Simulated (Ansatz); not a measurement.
System: rock-salt LaS. Method: LDA (Ansatz, a quantum-chemistry and plane-wave program, plane waves, PAW).

Numerical settings: plane-wave cutoff 520 eV, 16×16×16 k mesh, Fermi–Dirac smearing 0.05 eV, scalar-relativistic PAW data made under PBE.

Computed at the level's own relaxed cell.

Estimate the volume per atom, bulk modulus, equilibrium lattice constant a and pressure derivative B′ of the bulk modulus that the calculation returns.


volume per atom: 23.99 Å³/atom
bulk modulus: 95.0 GPa
equilibrium lattice constant a: 5.768 Å
pressure derivative B′ of the bulk modulus: 4.5

The run finds no gap.

Note: the relaxation could not lower the start's symmetry, so the cell can be a saddle point above a distorted one.

Spin–orbit coupling is not included; it can open a gap where bands touch, and shift volumes and moduli.

It cost very roughly 80 core-seconds of CPU time.
